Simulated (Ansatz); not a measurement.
## Al (Fm-3m): resistivity and electron-phonon coupling

Consider the following.

```
CELL_PARAMETERS angstrom
      0.00000     1.96950     1.96950
      1.96950     0.00000     1.96950
      1.96950     1.96950     0.00000
ATOMIC_POSITIONS crystal
  Al 0.00000 0.00000 0.00000
```

All values below come from PBEsol, DFPT electron-phonon coupling, linearised Boltzmann equation (plane waves, PAW, scalar-relativistic; Ansatz, a program for electronic structure). Condition of this run: hydrostatic pressure 5 GPa (the target of the relaxation). How the cell was made: relaxed with this functional, without spin-orbit coupling, then loaded as said.

The resistivity at 300 K comes out as 1.95 μΩ·cm and the resistivity at 77 K is 0.122 μΩ·cm. The electron mean free path at 300 K (weighted by the current that each state carries) is 28 nm, the resistivity times mean free path for one path shared by all states (from the Fermi surface's area) is 5.1 ×10⁻¹⁶ Ω·m² and the electron-phonon coupling λ is 0.34. The transport coupling λ_tr is 0.28 and the logarithmic mean phonon energy comes out as 28 meV. The density of states at the Fermi level is 0.194 states/(eV·spin·cell) and the drude plasma energy is 12.4 eV. The Hall coefficient at 300 K comes out as -1.57 ×10⁻¹¹ m³/C.

A metal at this level (no band gap). Only scattering by harmonic phonons is included (no impurities, grain boundaries, electron-electron scattering or thermal expansion). Spin-orbit coupling is left out. The run warned that the eigensolver left some states short of its tolerance. Halving the electron mesh (36x36x36) moves the resistivity by up to 5 % at 300 K, the mean free path by up to 4 %, the coupling by up to 4 %. Smearing 0.20 eV; phonons on a 6x6x6 q mesh, which this run doesn't test and which matters most at low temperature.
